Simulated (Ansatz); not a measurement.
The parent structure is GaAs in the zinc blende structure (space group F-43m, No. 216; a = 5.659 Å). Axes: x, y, z lie along the cube axes.

Method: PBEsol, PAW, 420 eV (Ansatz, a quantum-chemistry and plane-wave program; scalar-relativistic without spin-orbit coupling).

Strains are applied to the cell and any free atomic positions relax.

One change was made to it. Results:

```json
[
 {"quantity": "band gap", "base": "0.42 eV", "after": "0.53 eV"},
 {"quantity": "valence-band top at Γ (three highest levels, from the VBM)", "base": "0.00, 0.00, 0.00 eV", "after": "0.00, -0.17, -0.17 eV"},
 {"quantity": "pressure (mean of the normal stresses, compression positive)", "base": "0.0 kbar", "after": "22.5 kbar"}
]
```

Task: Which of these changes matches the shifts?
A) uniaxial strain ε_zz = −2.50 %
B) uniaxial strain ε_zz = −2.00 %
C) uniaxial strain ε_zz = −0.50 %
D) uniaxial strain ε_zz = +1.50 %
E) uniaxial strain ε_zz = −3.00 %

Result: E, uniaxial strain ε_zz = −3.00 %. For comparison, the valence-band top at Γ in the other runs: uniaxial strain ε_zz = −2.00 % gives 0.00, -0.11, -0.11 eV; uniaxial strain ε_zz = +1.50 % gives 0.00, 0.00, -0.09 eV; uniaxial strain ε_zz = −0.50 % gives 0.00, -0.03, -0.03 eV; uniaxial strain ε_zz = −2.50 % gives 0.00, -0.14, -0.14 eV.

Stability against distortions was not tested. A zero or small gap of GaAs under uniaxial strain ε_zz = +1.50 % can be the functional's error rather than a property of the material.
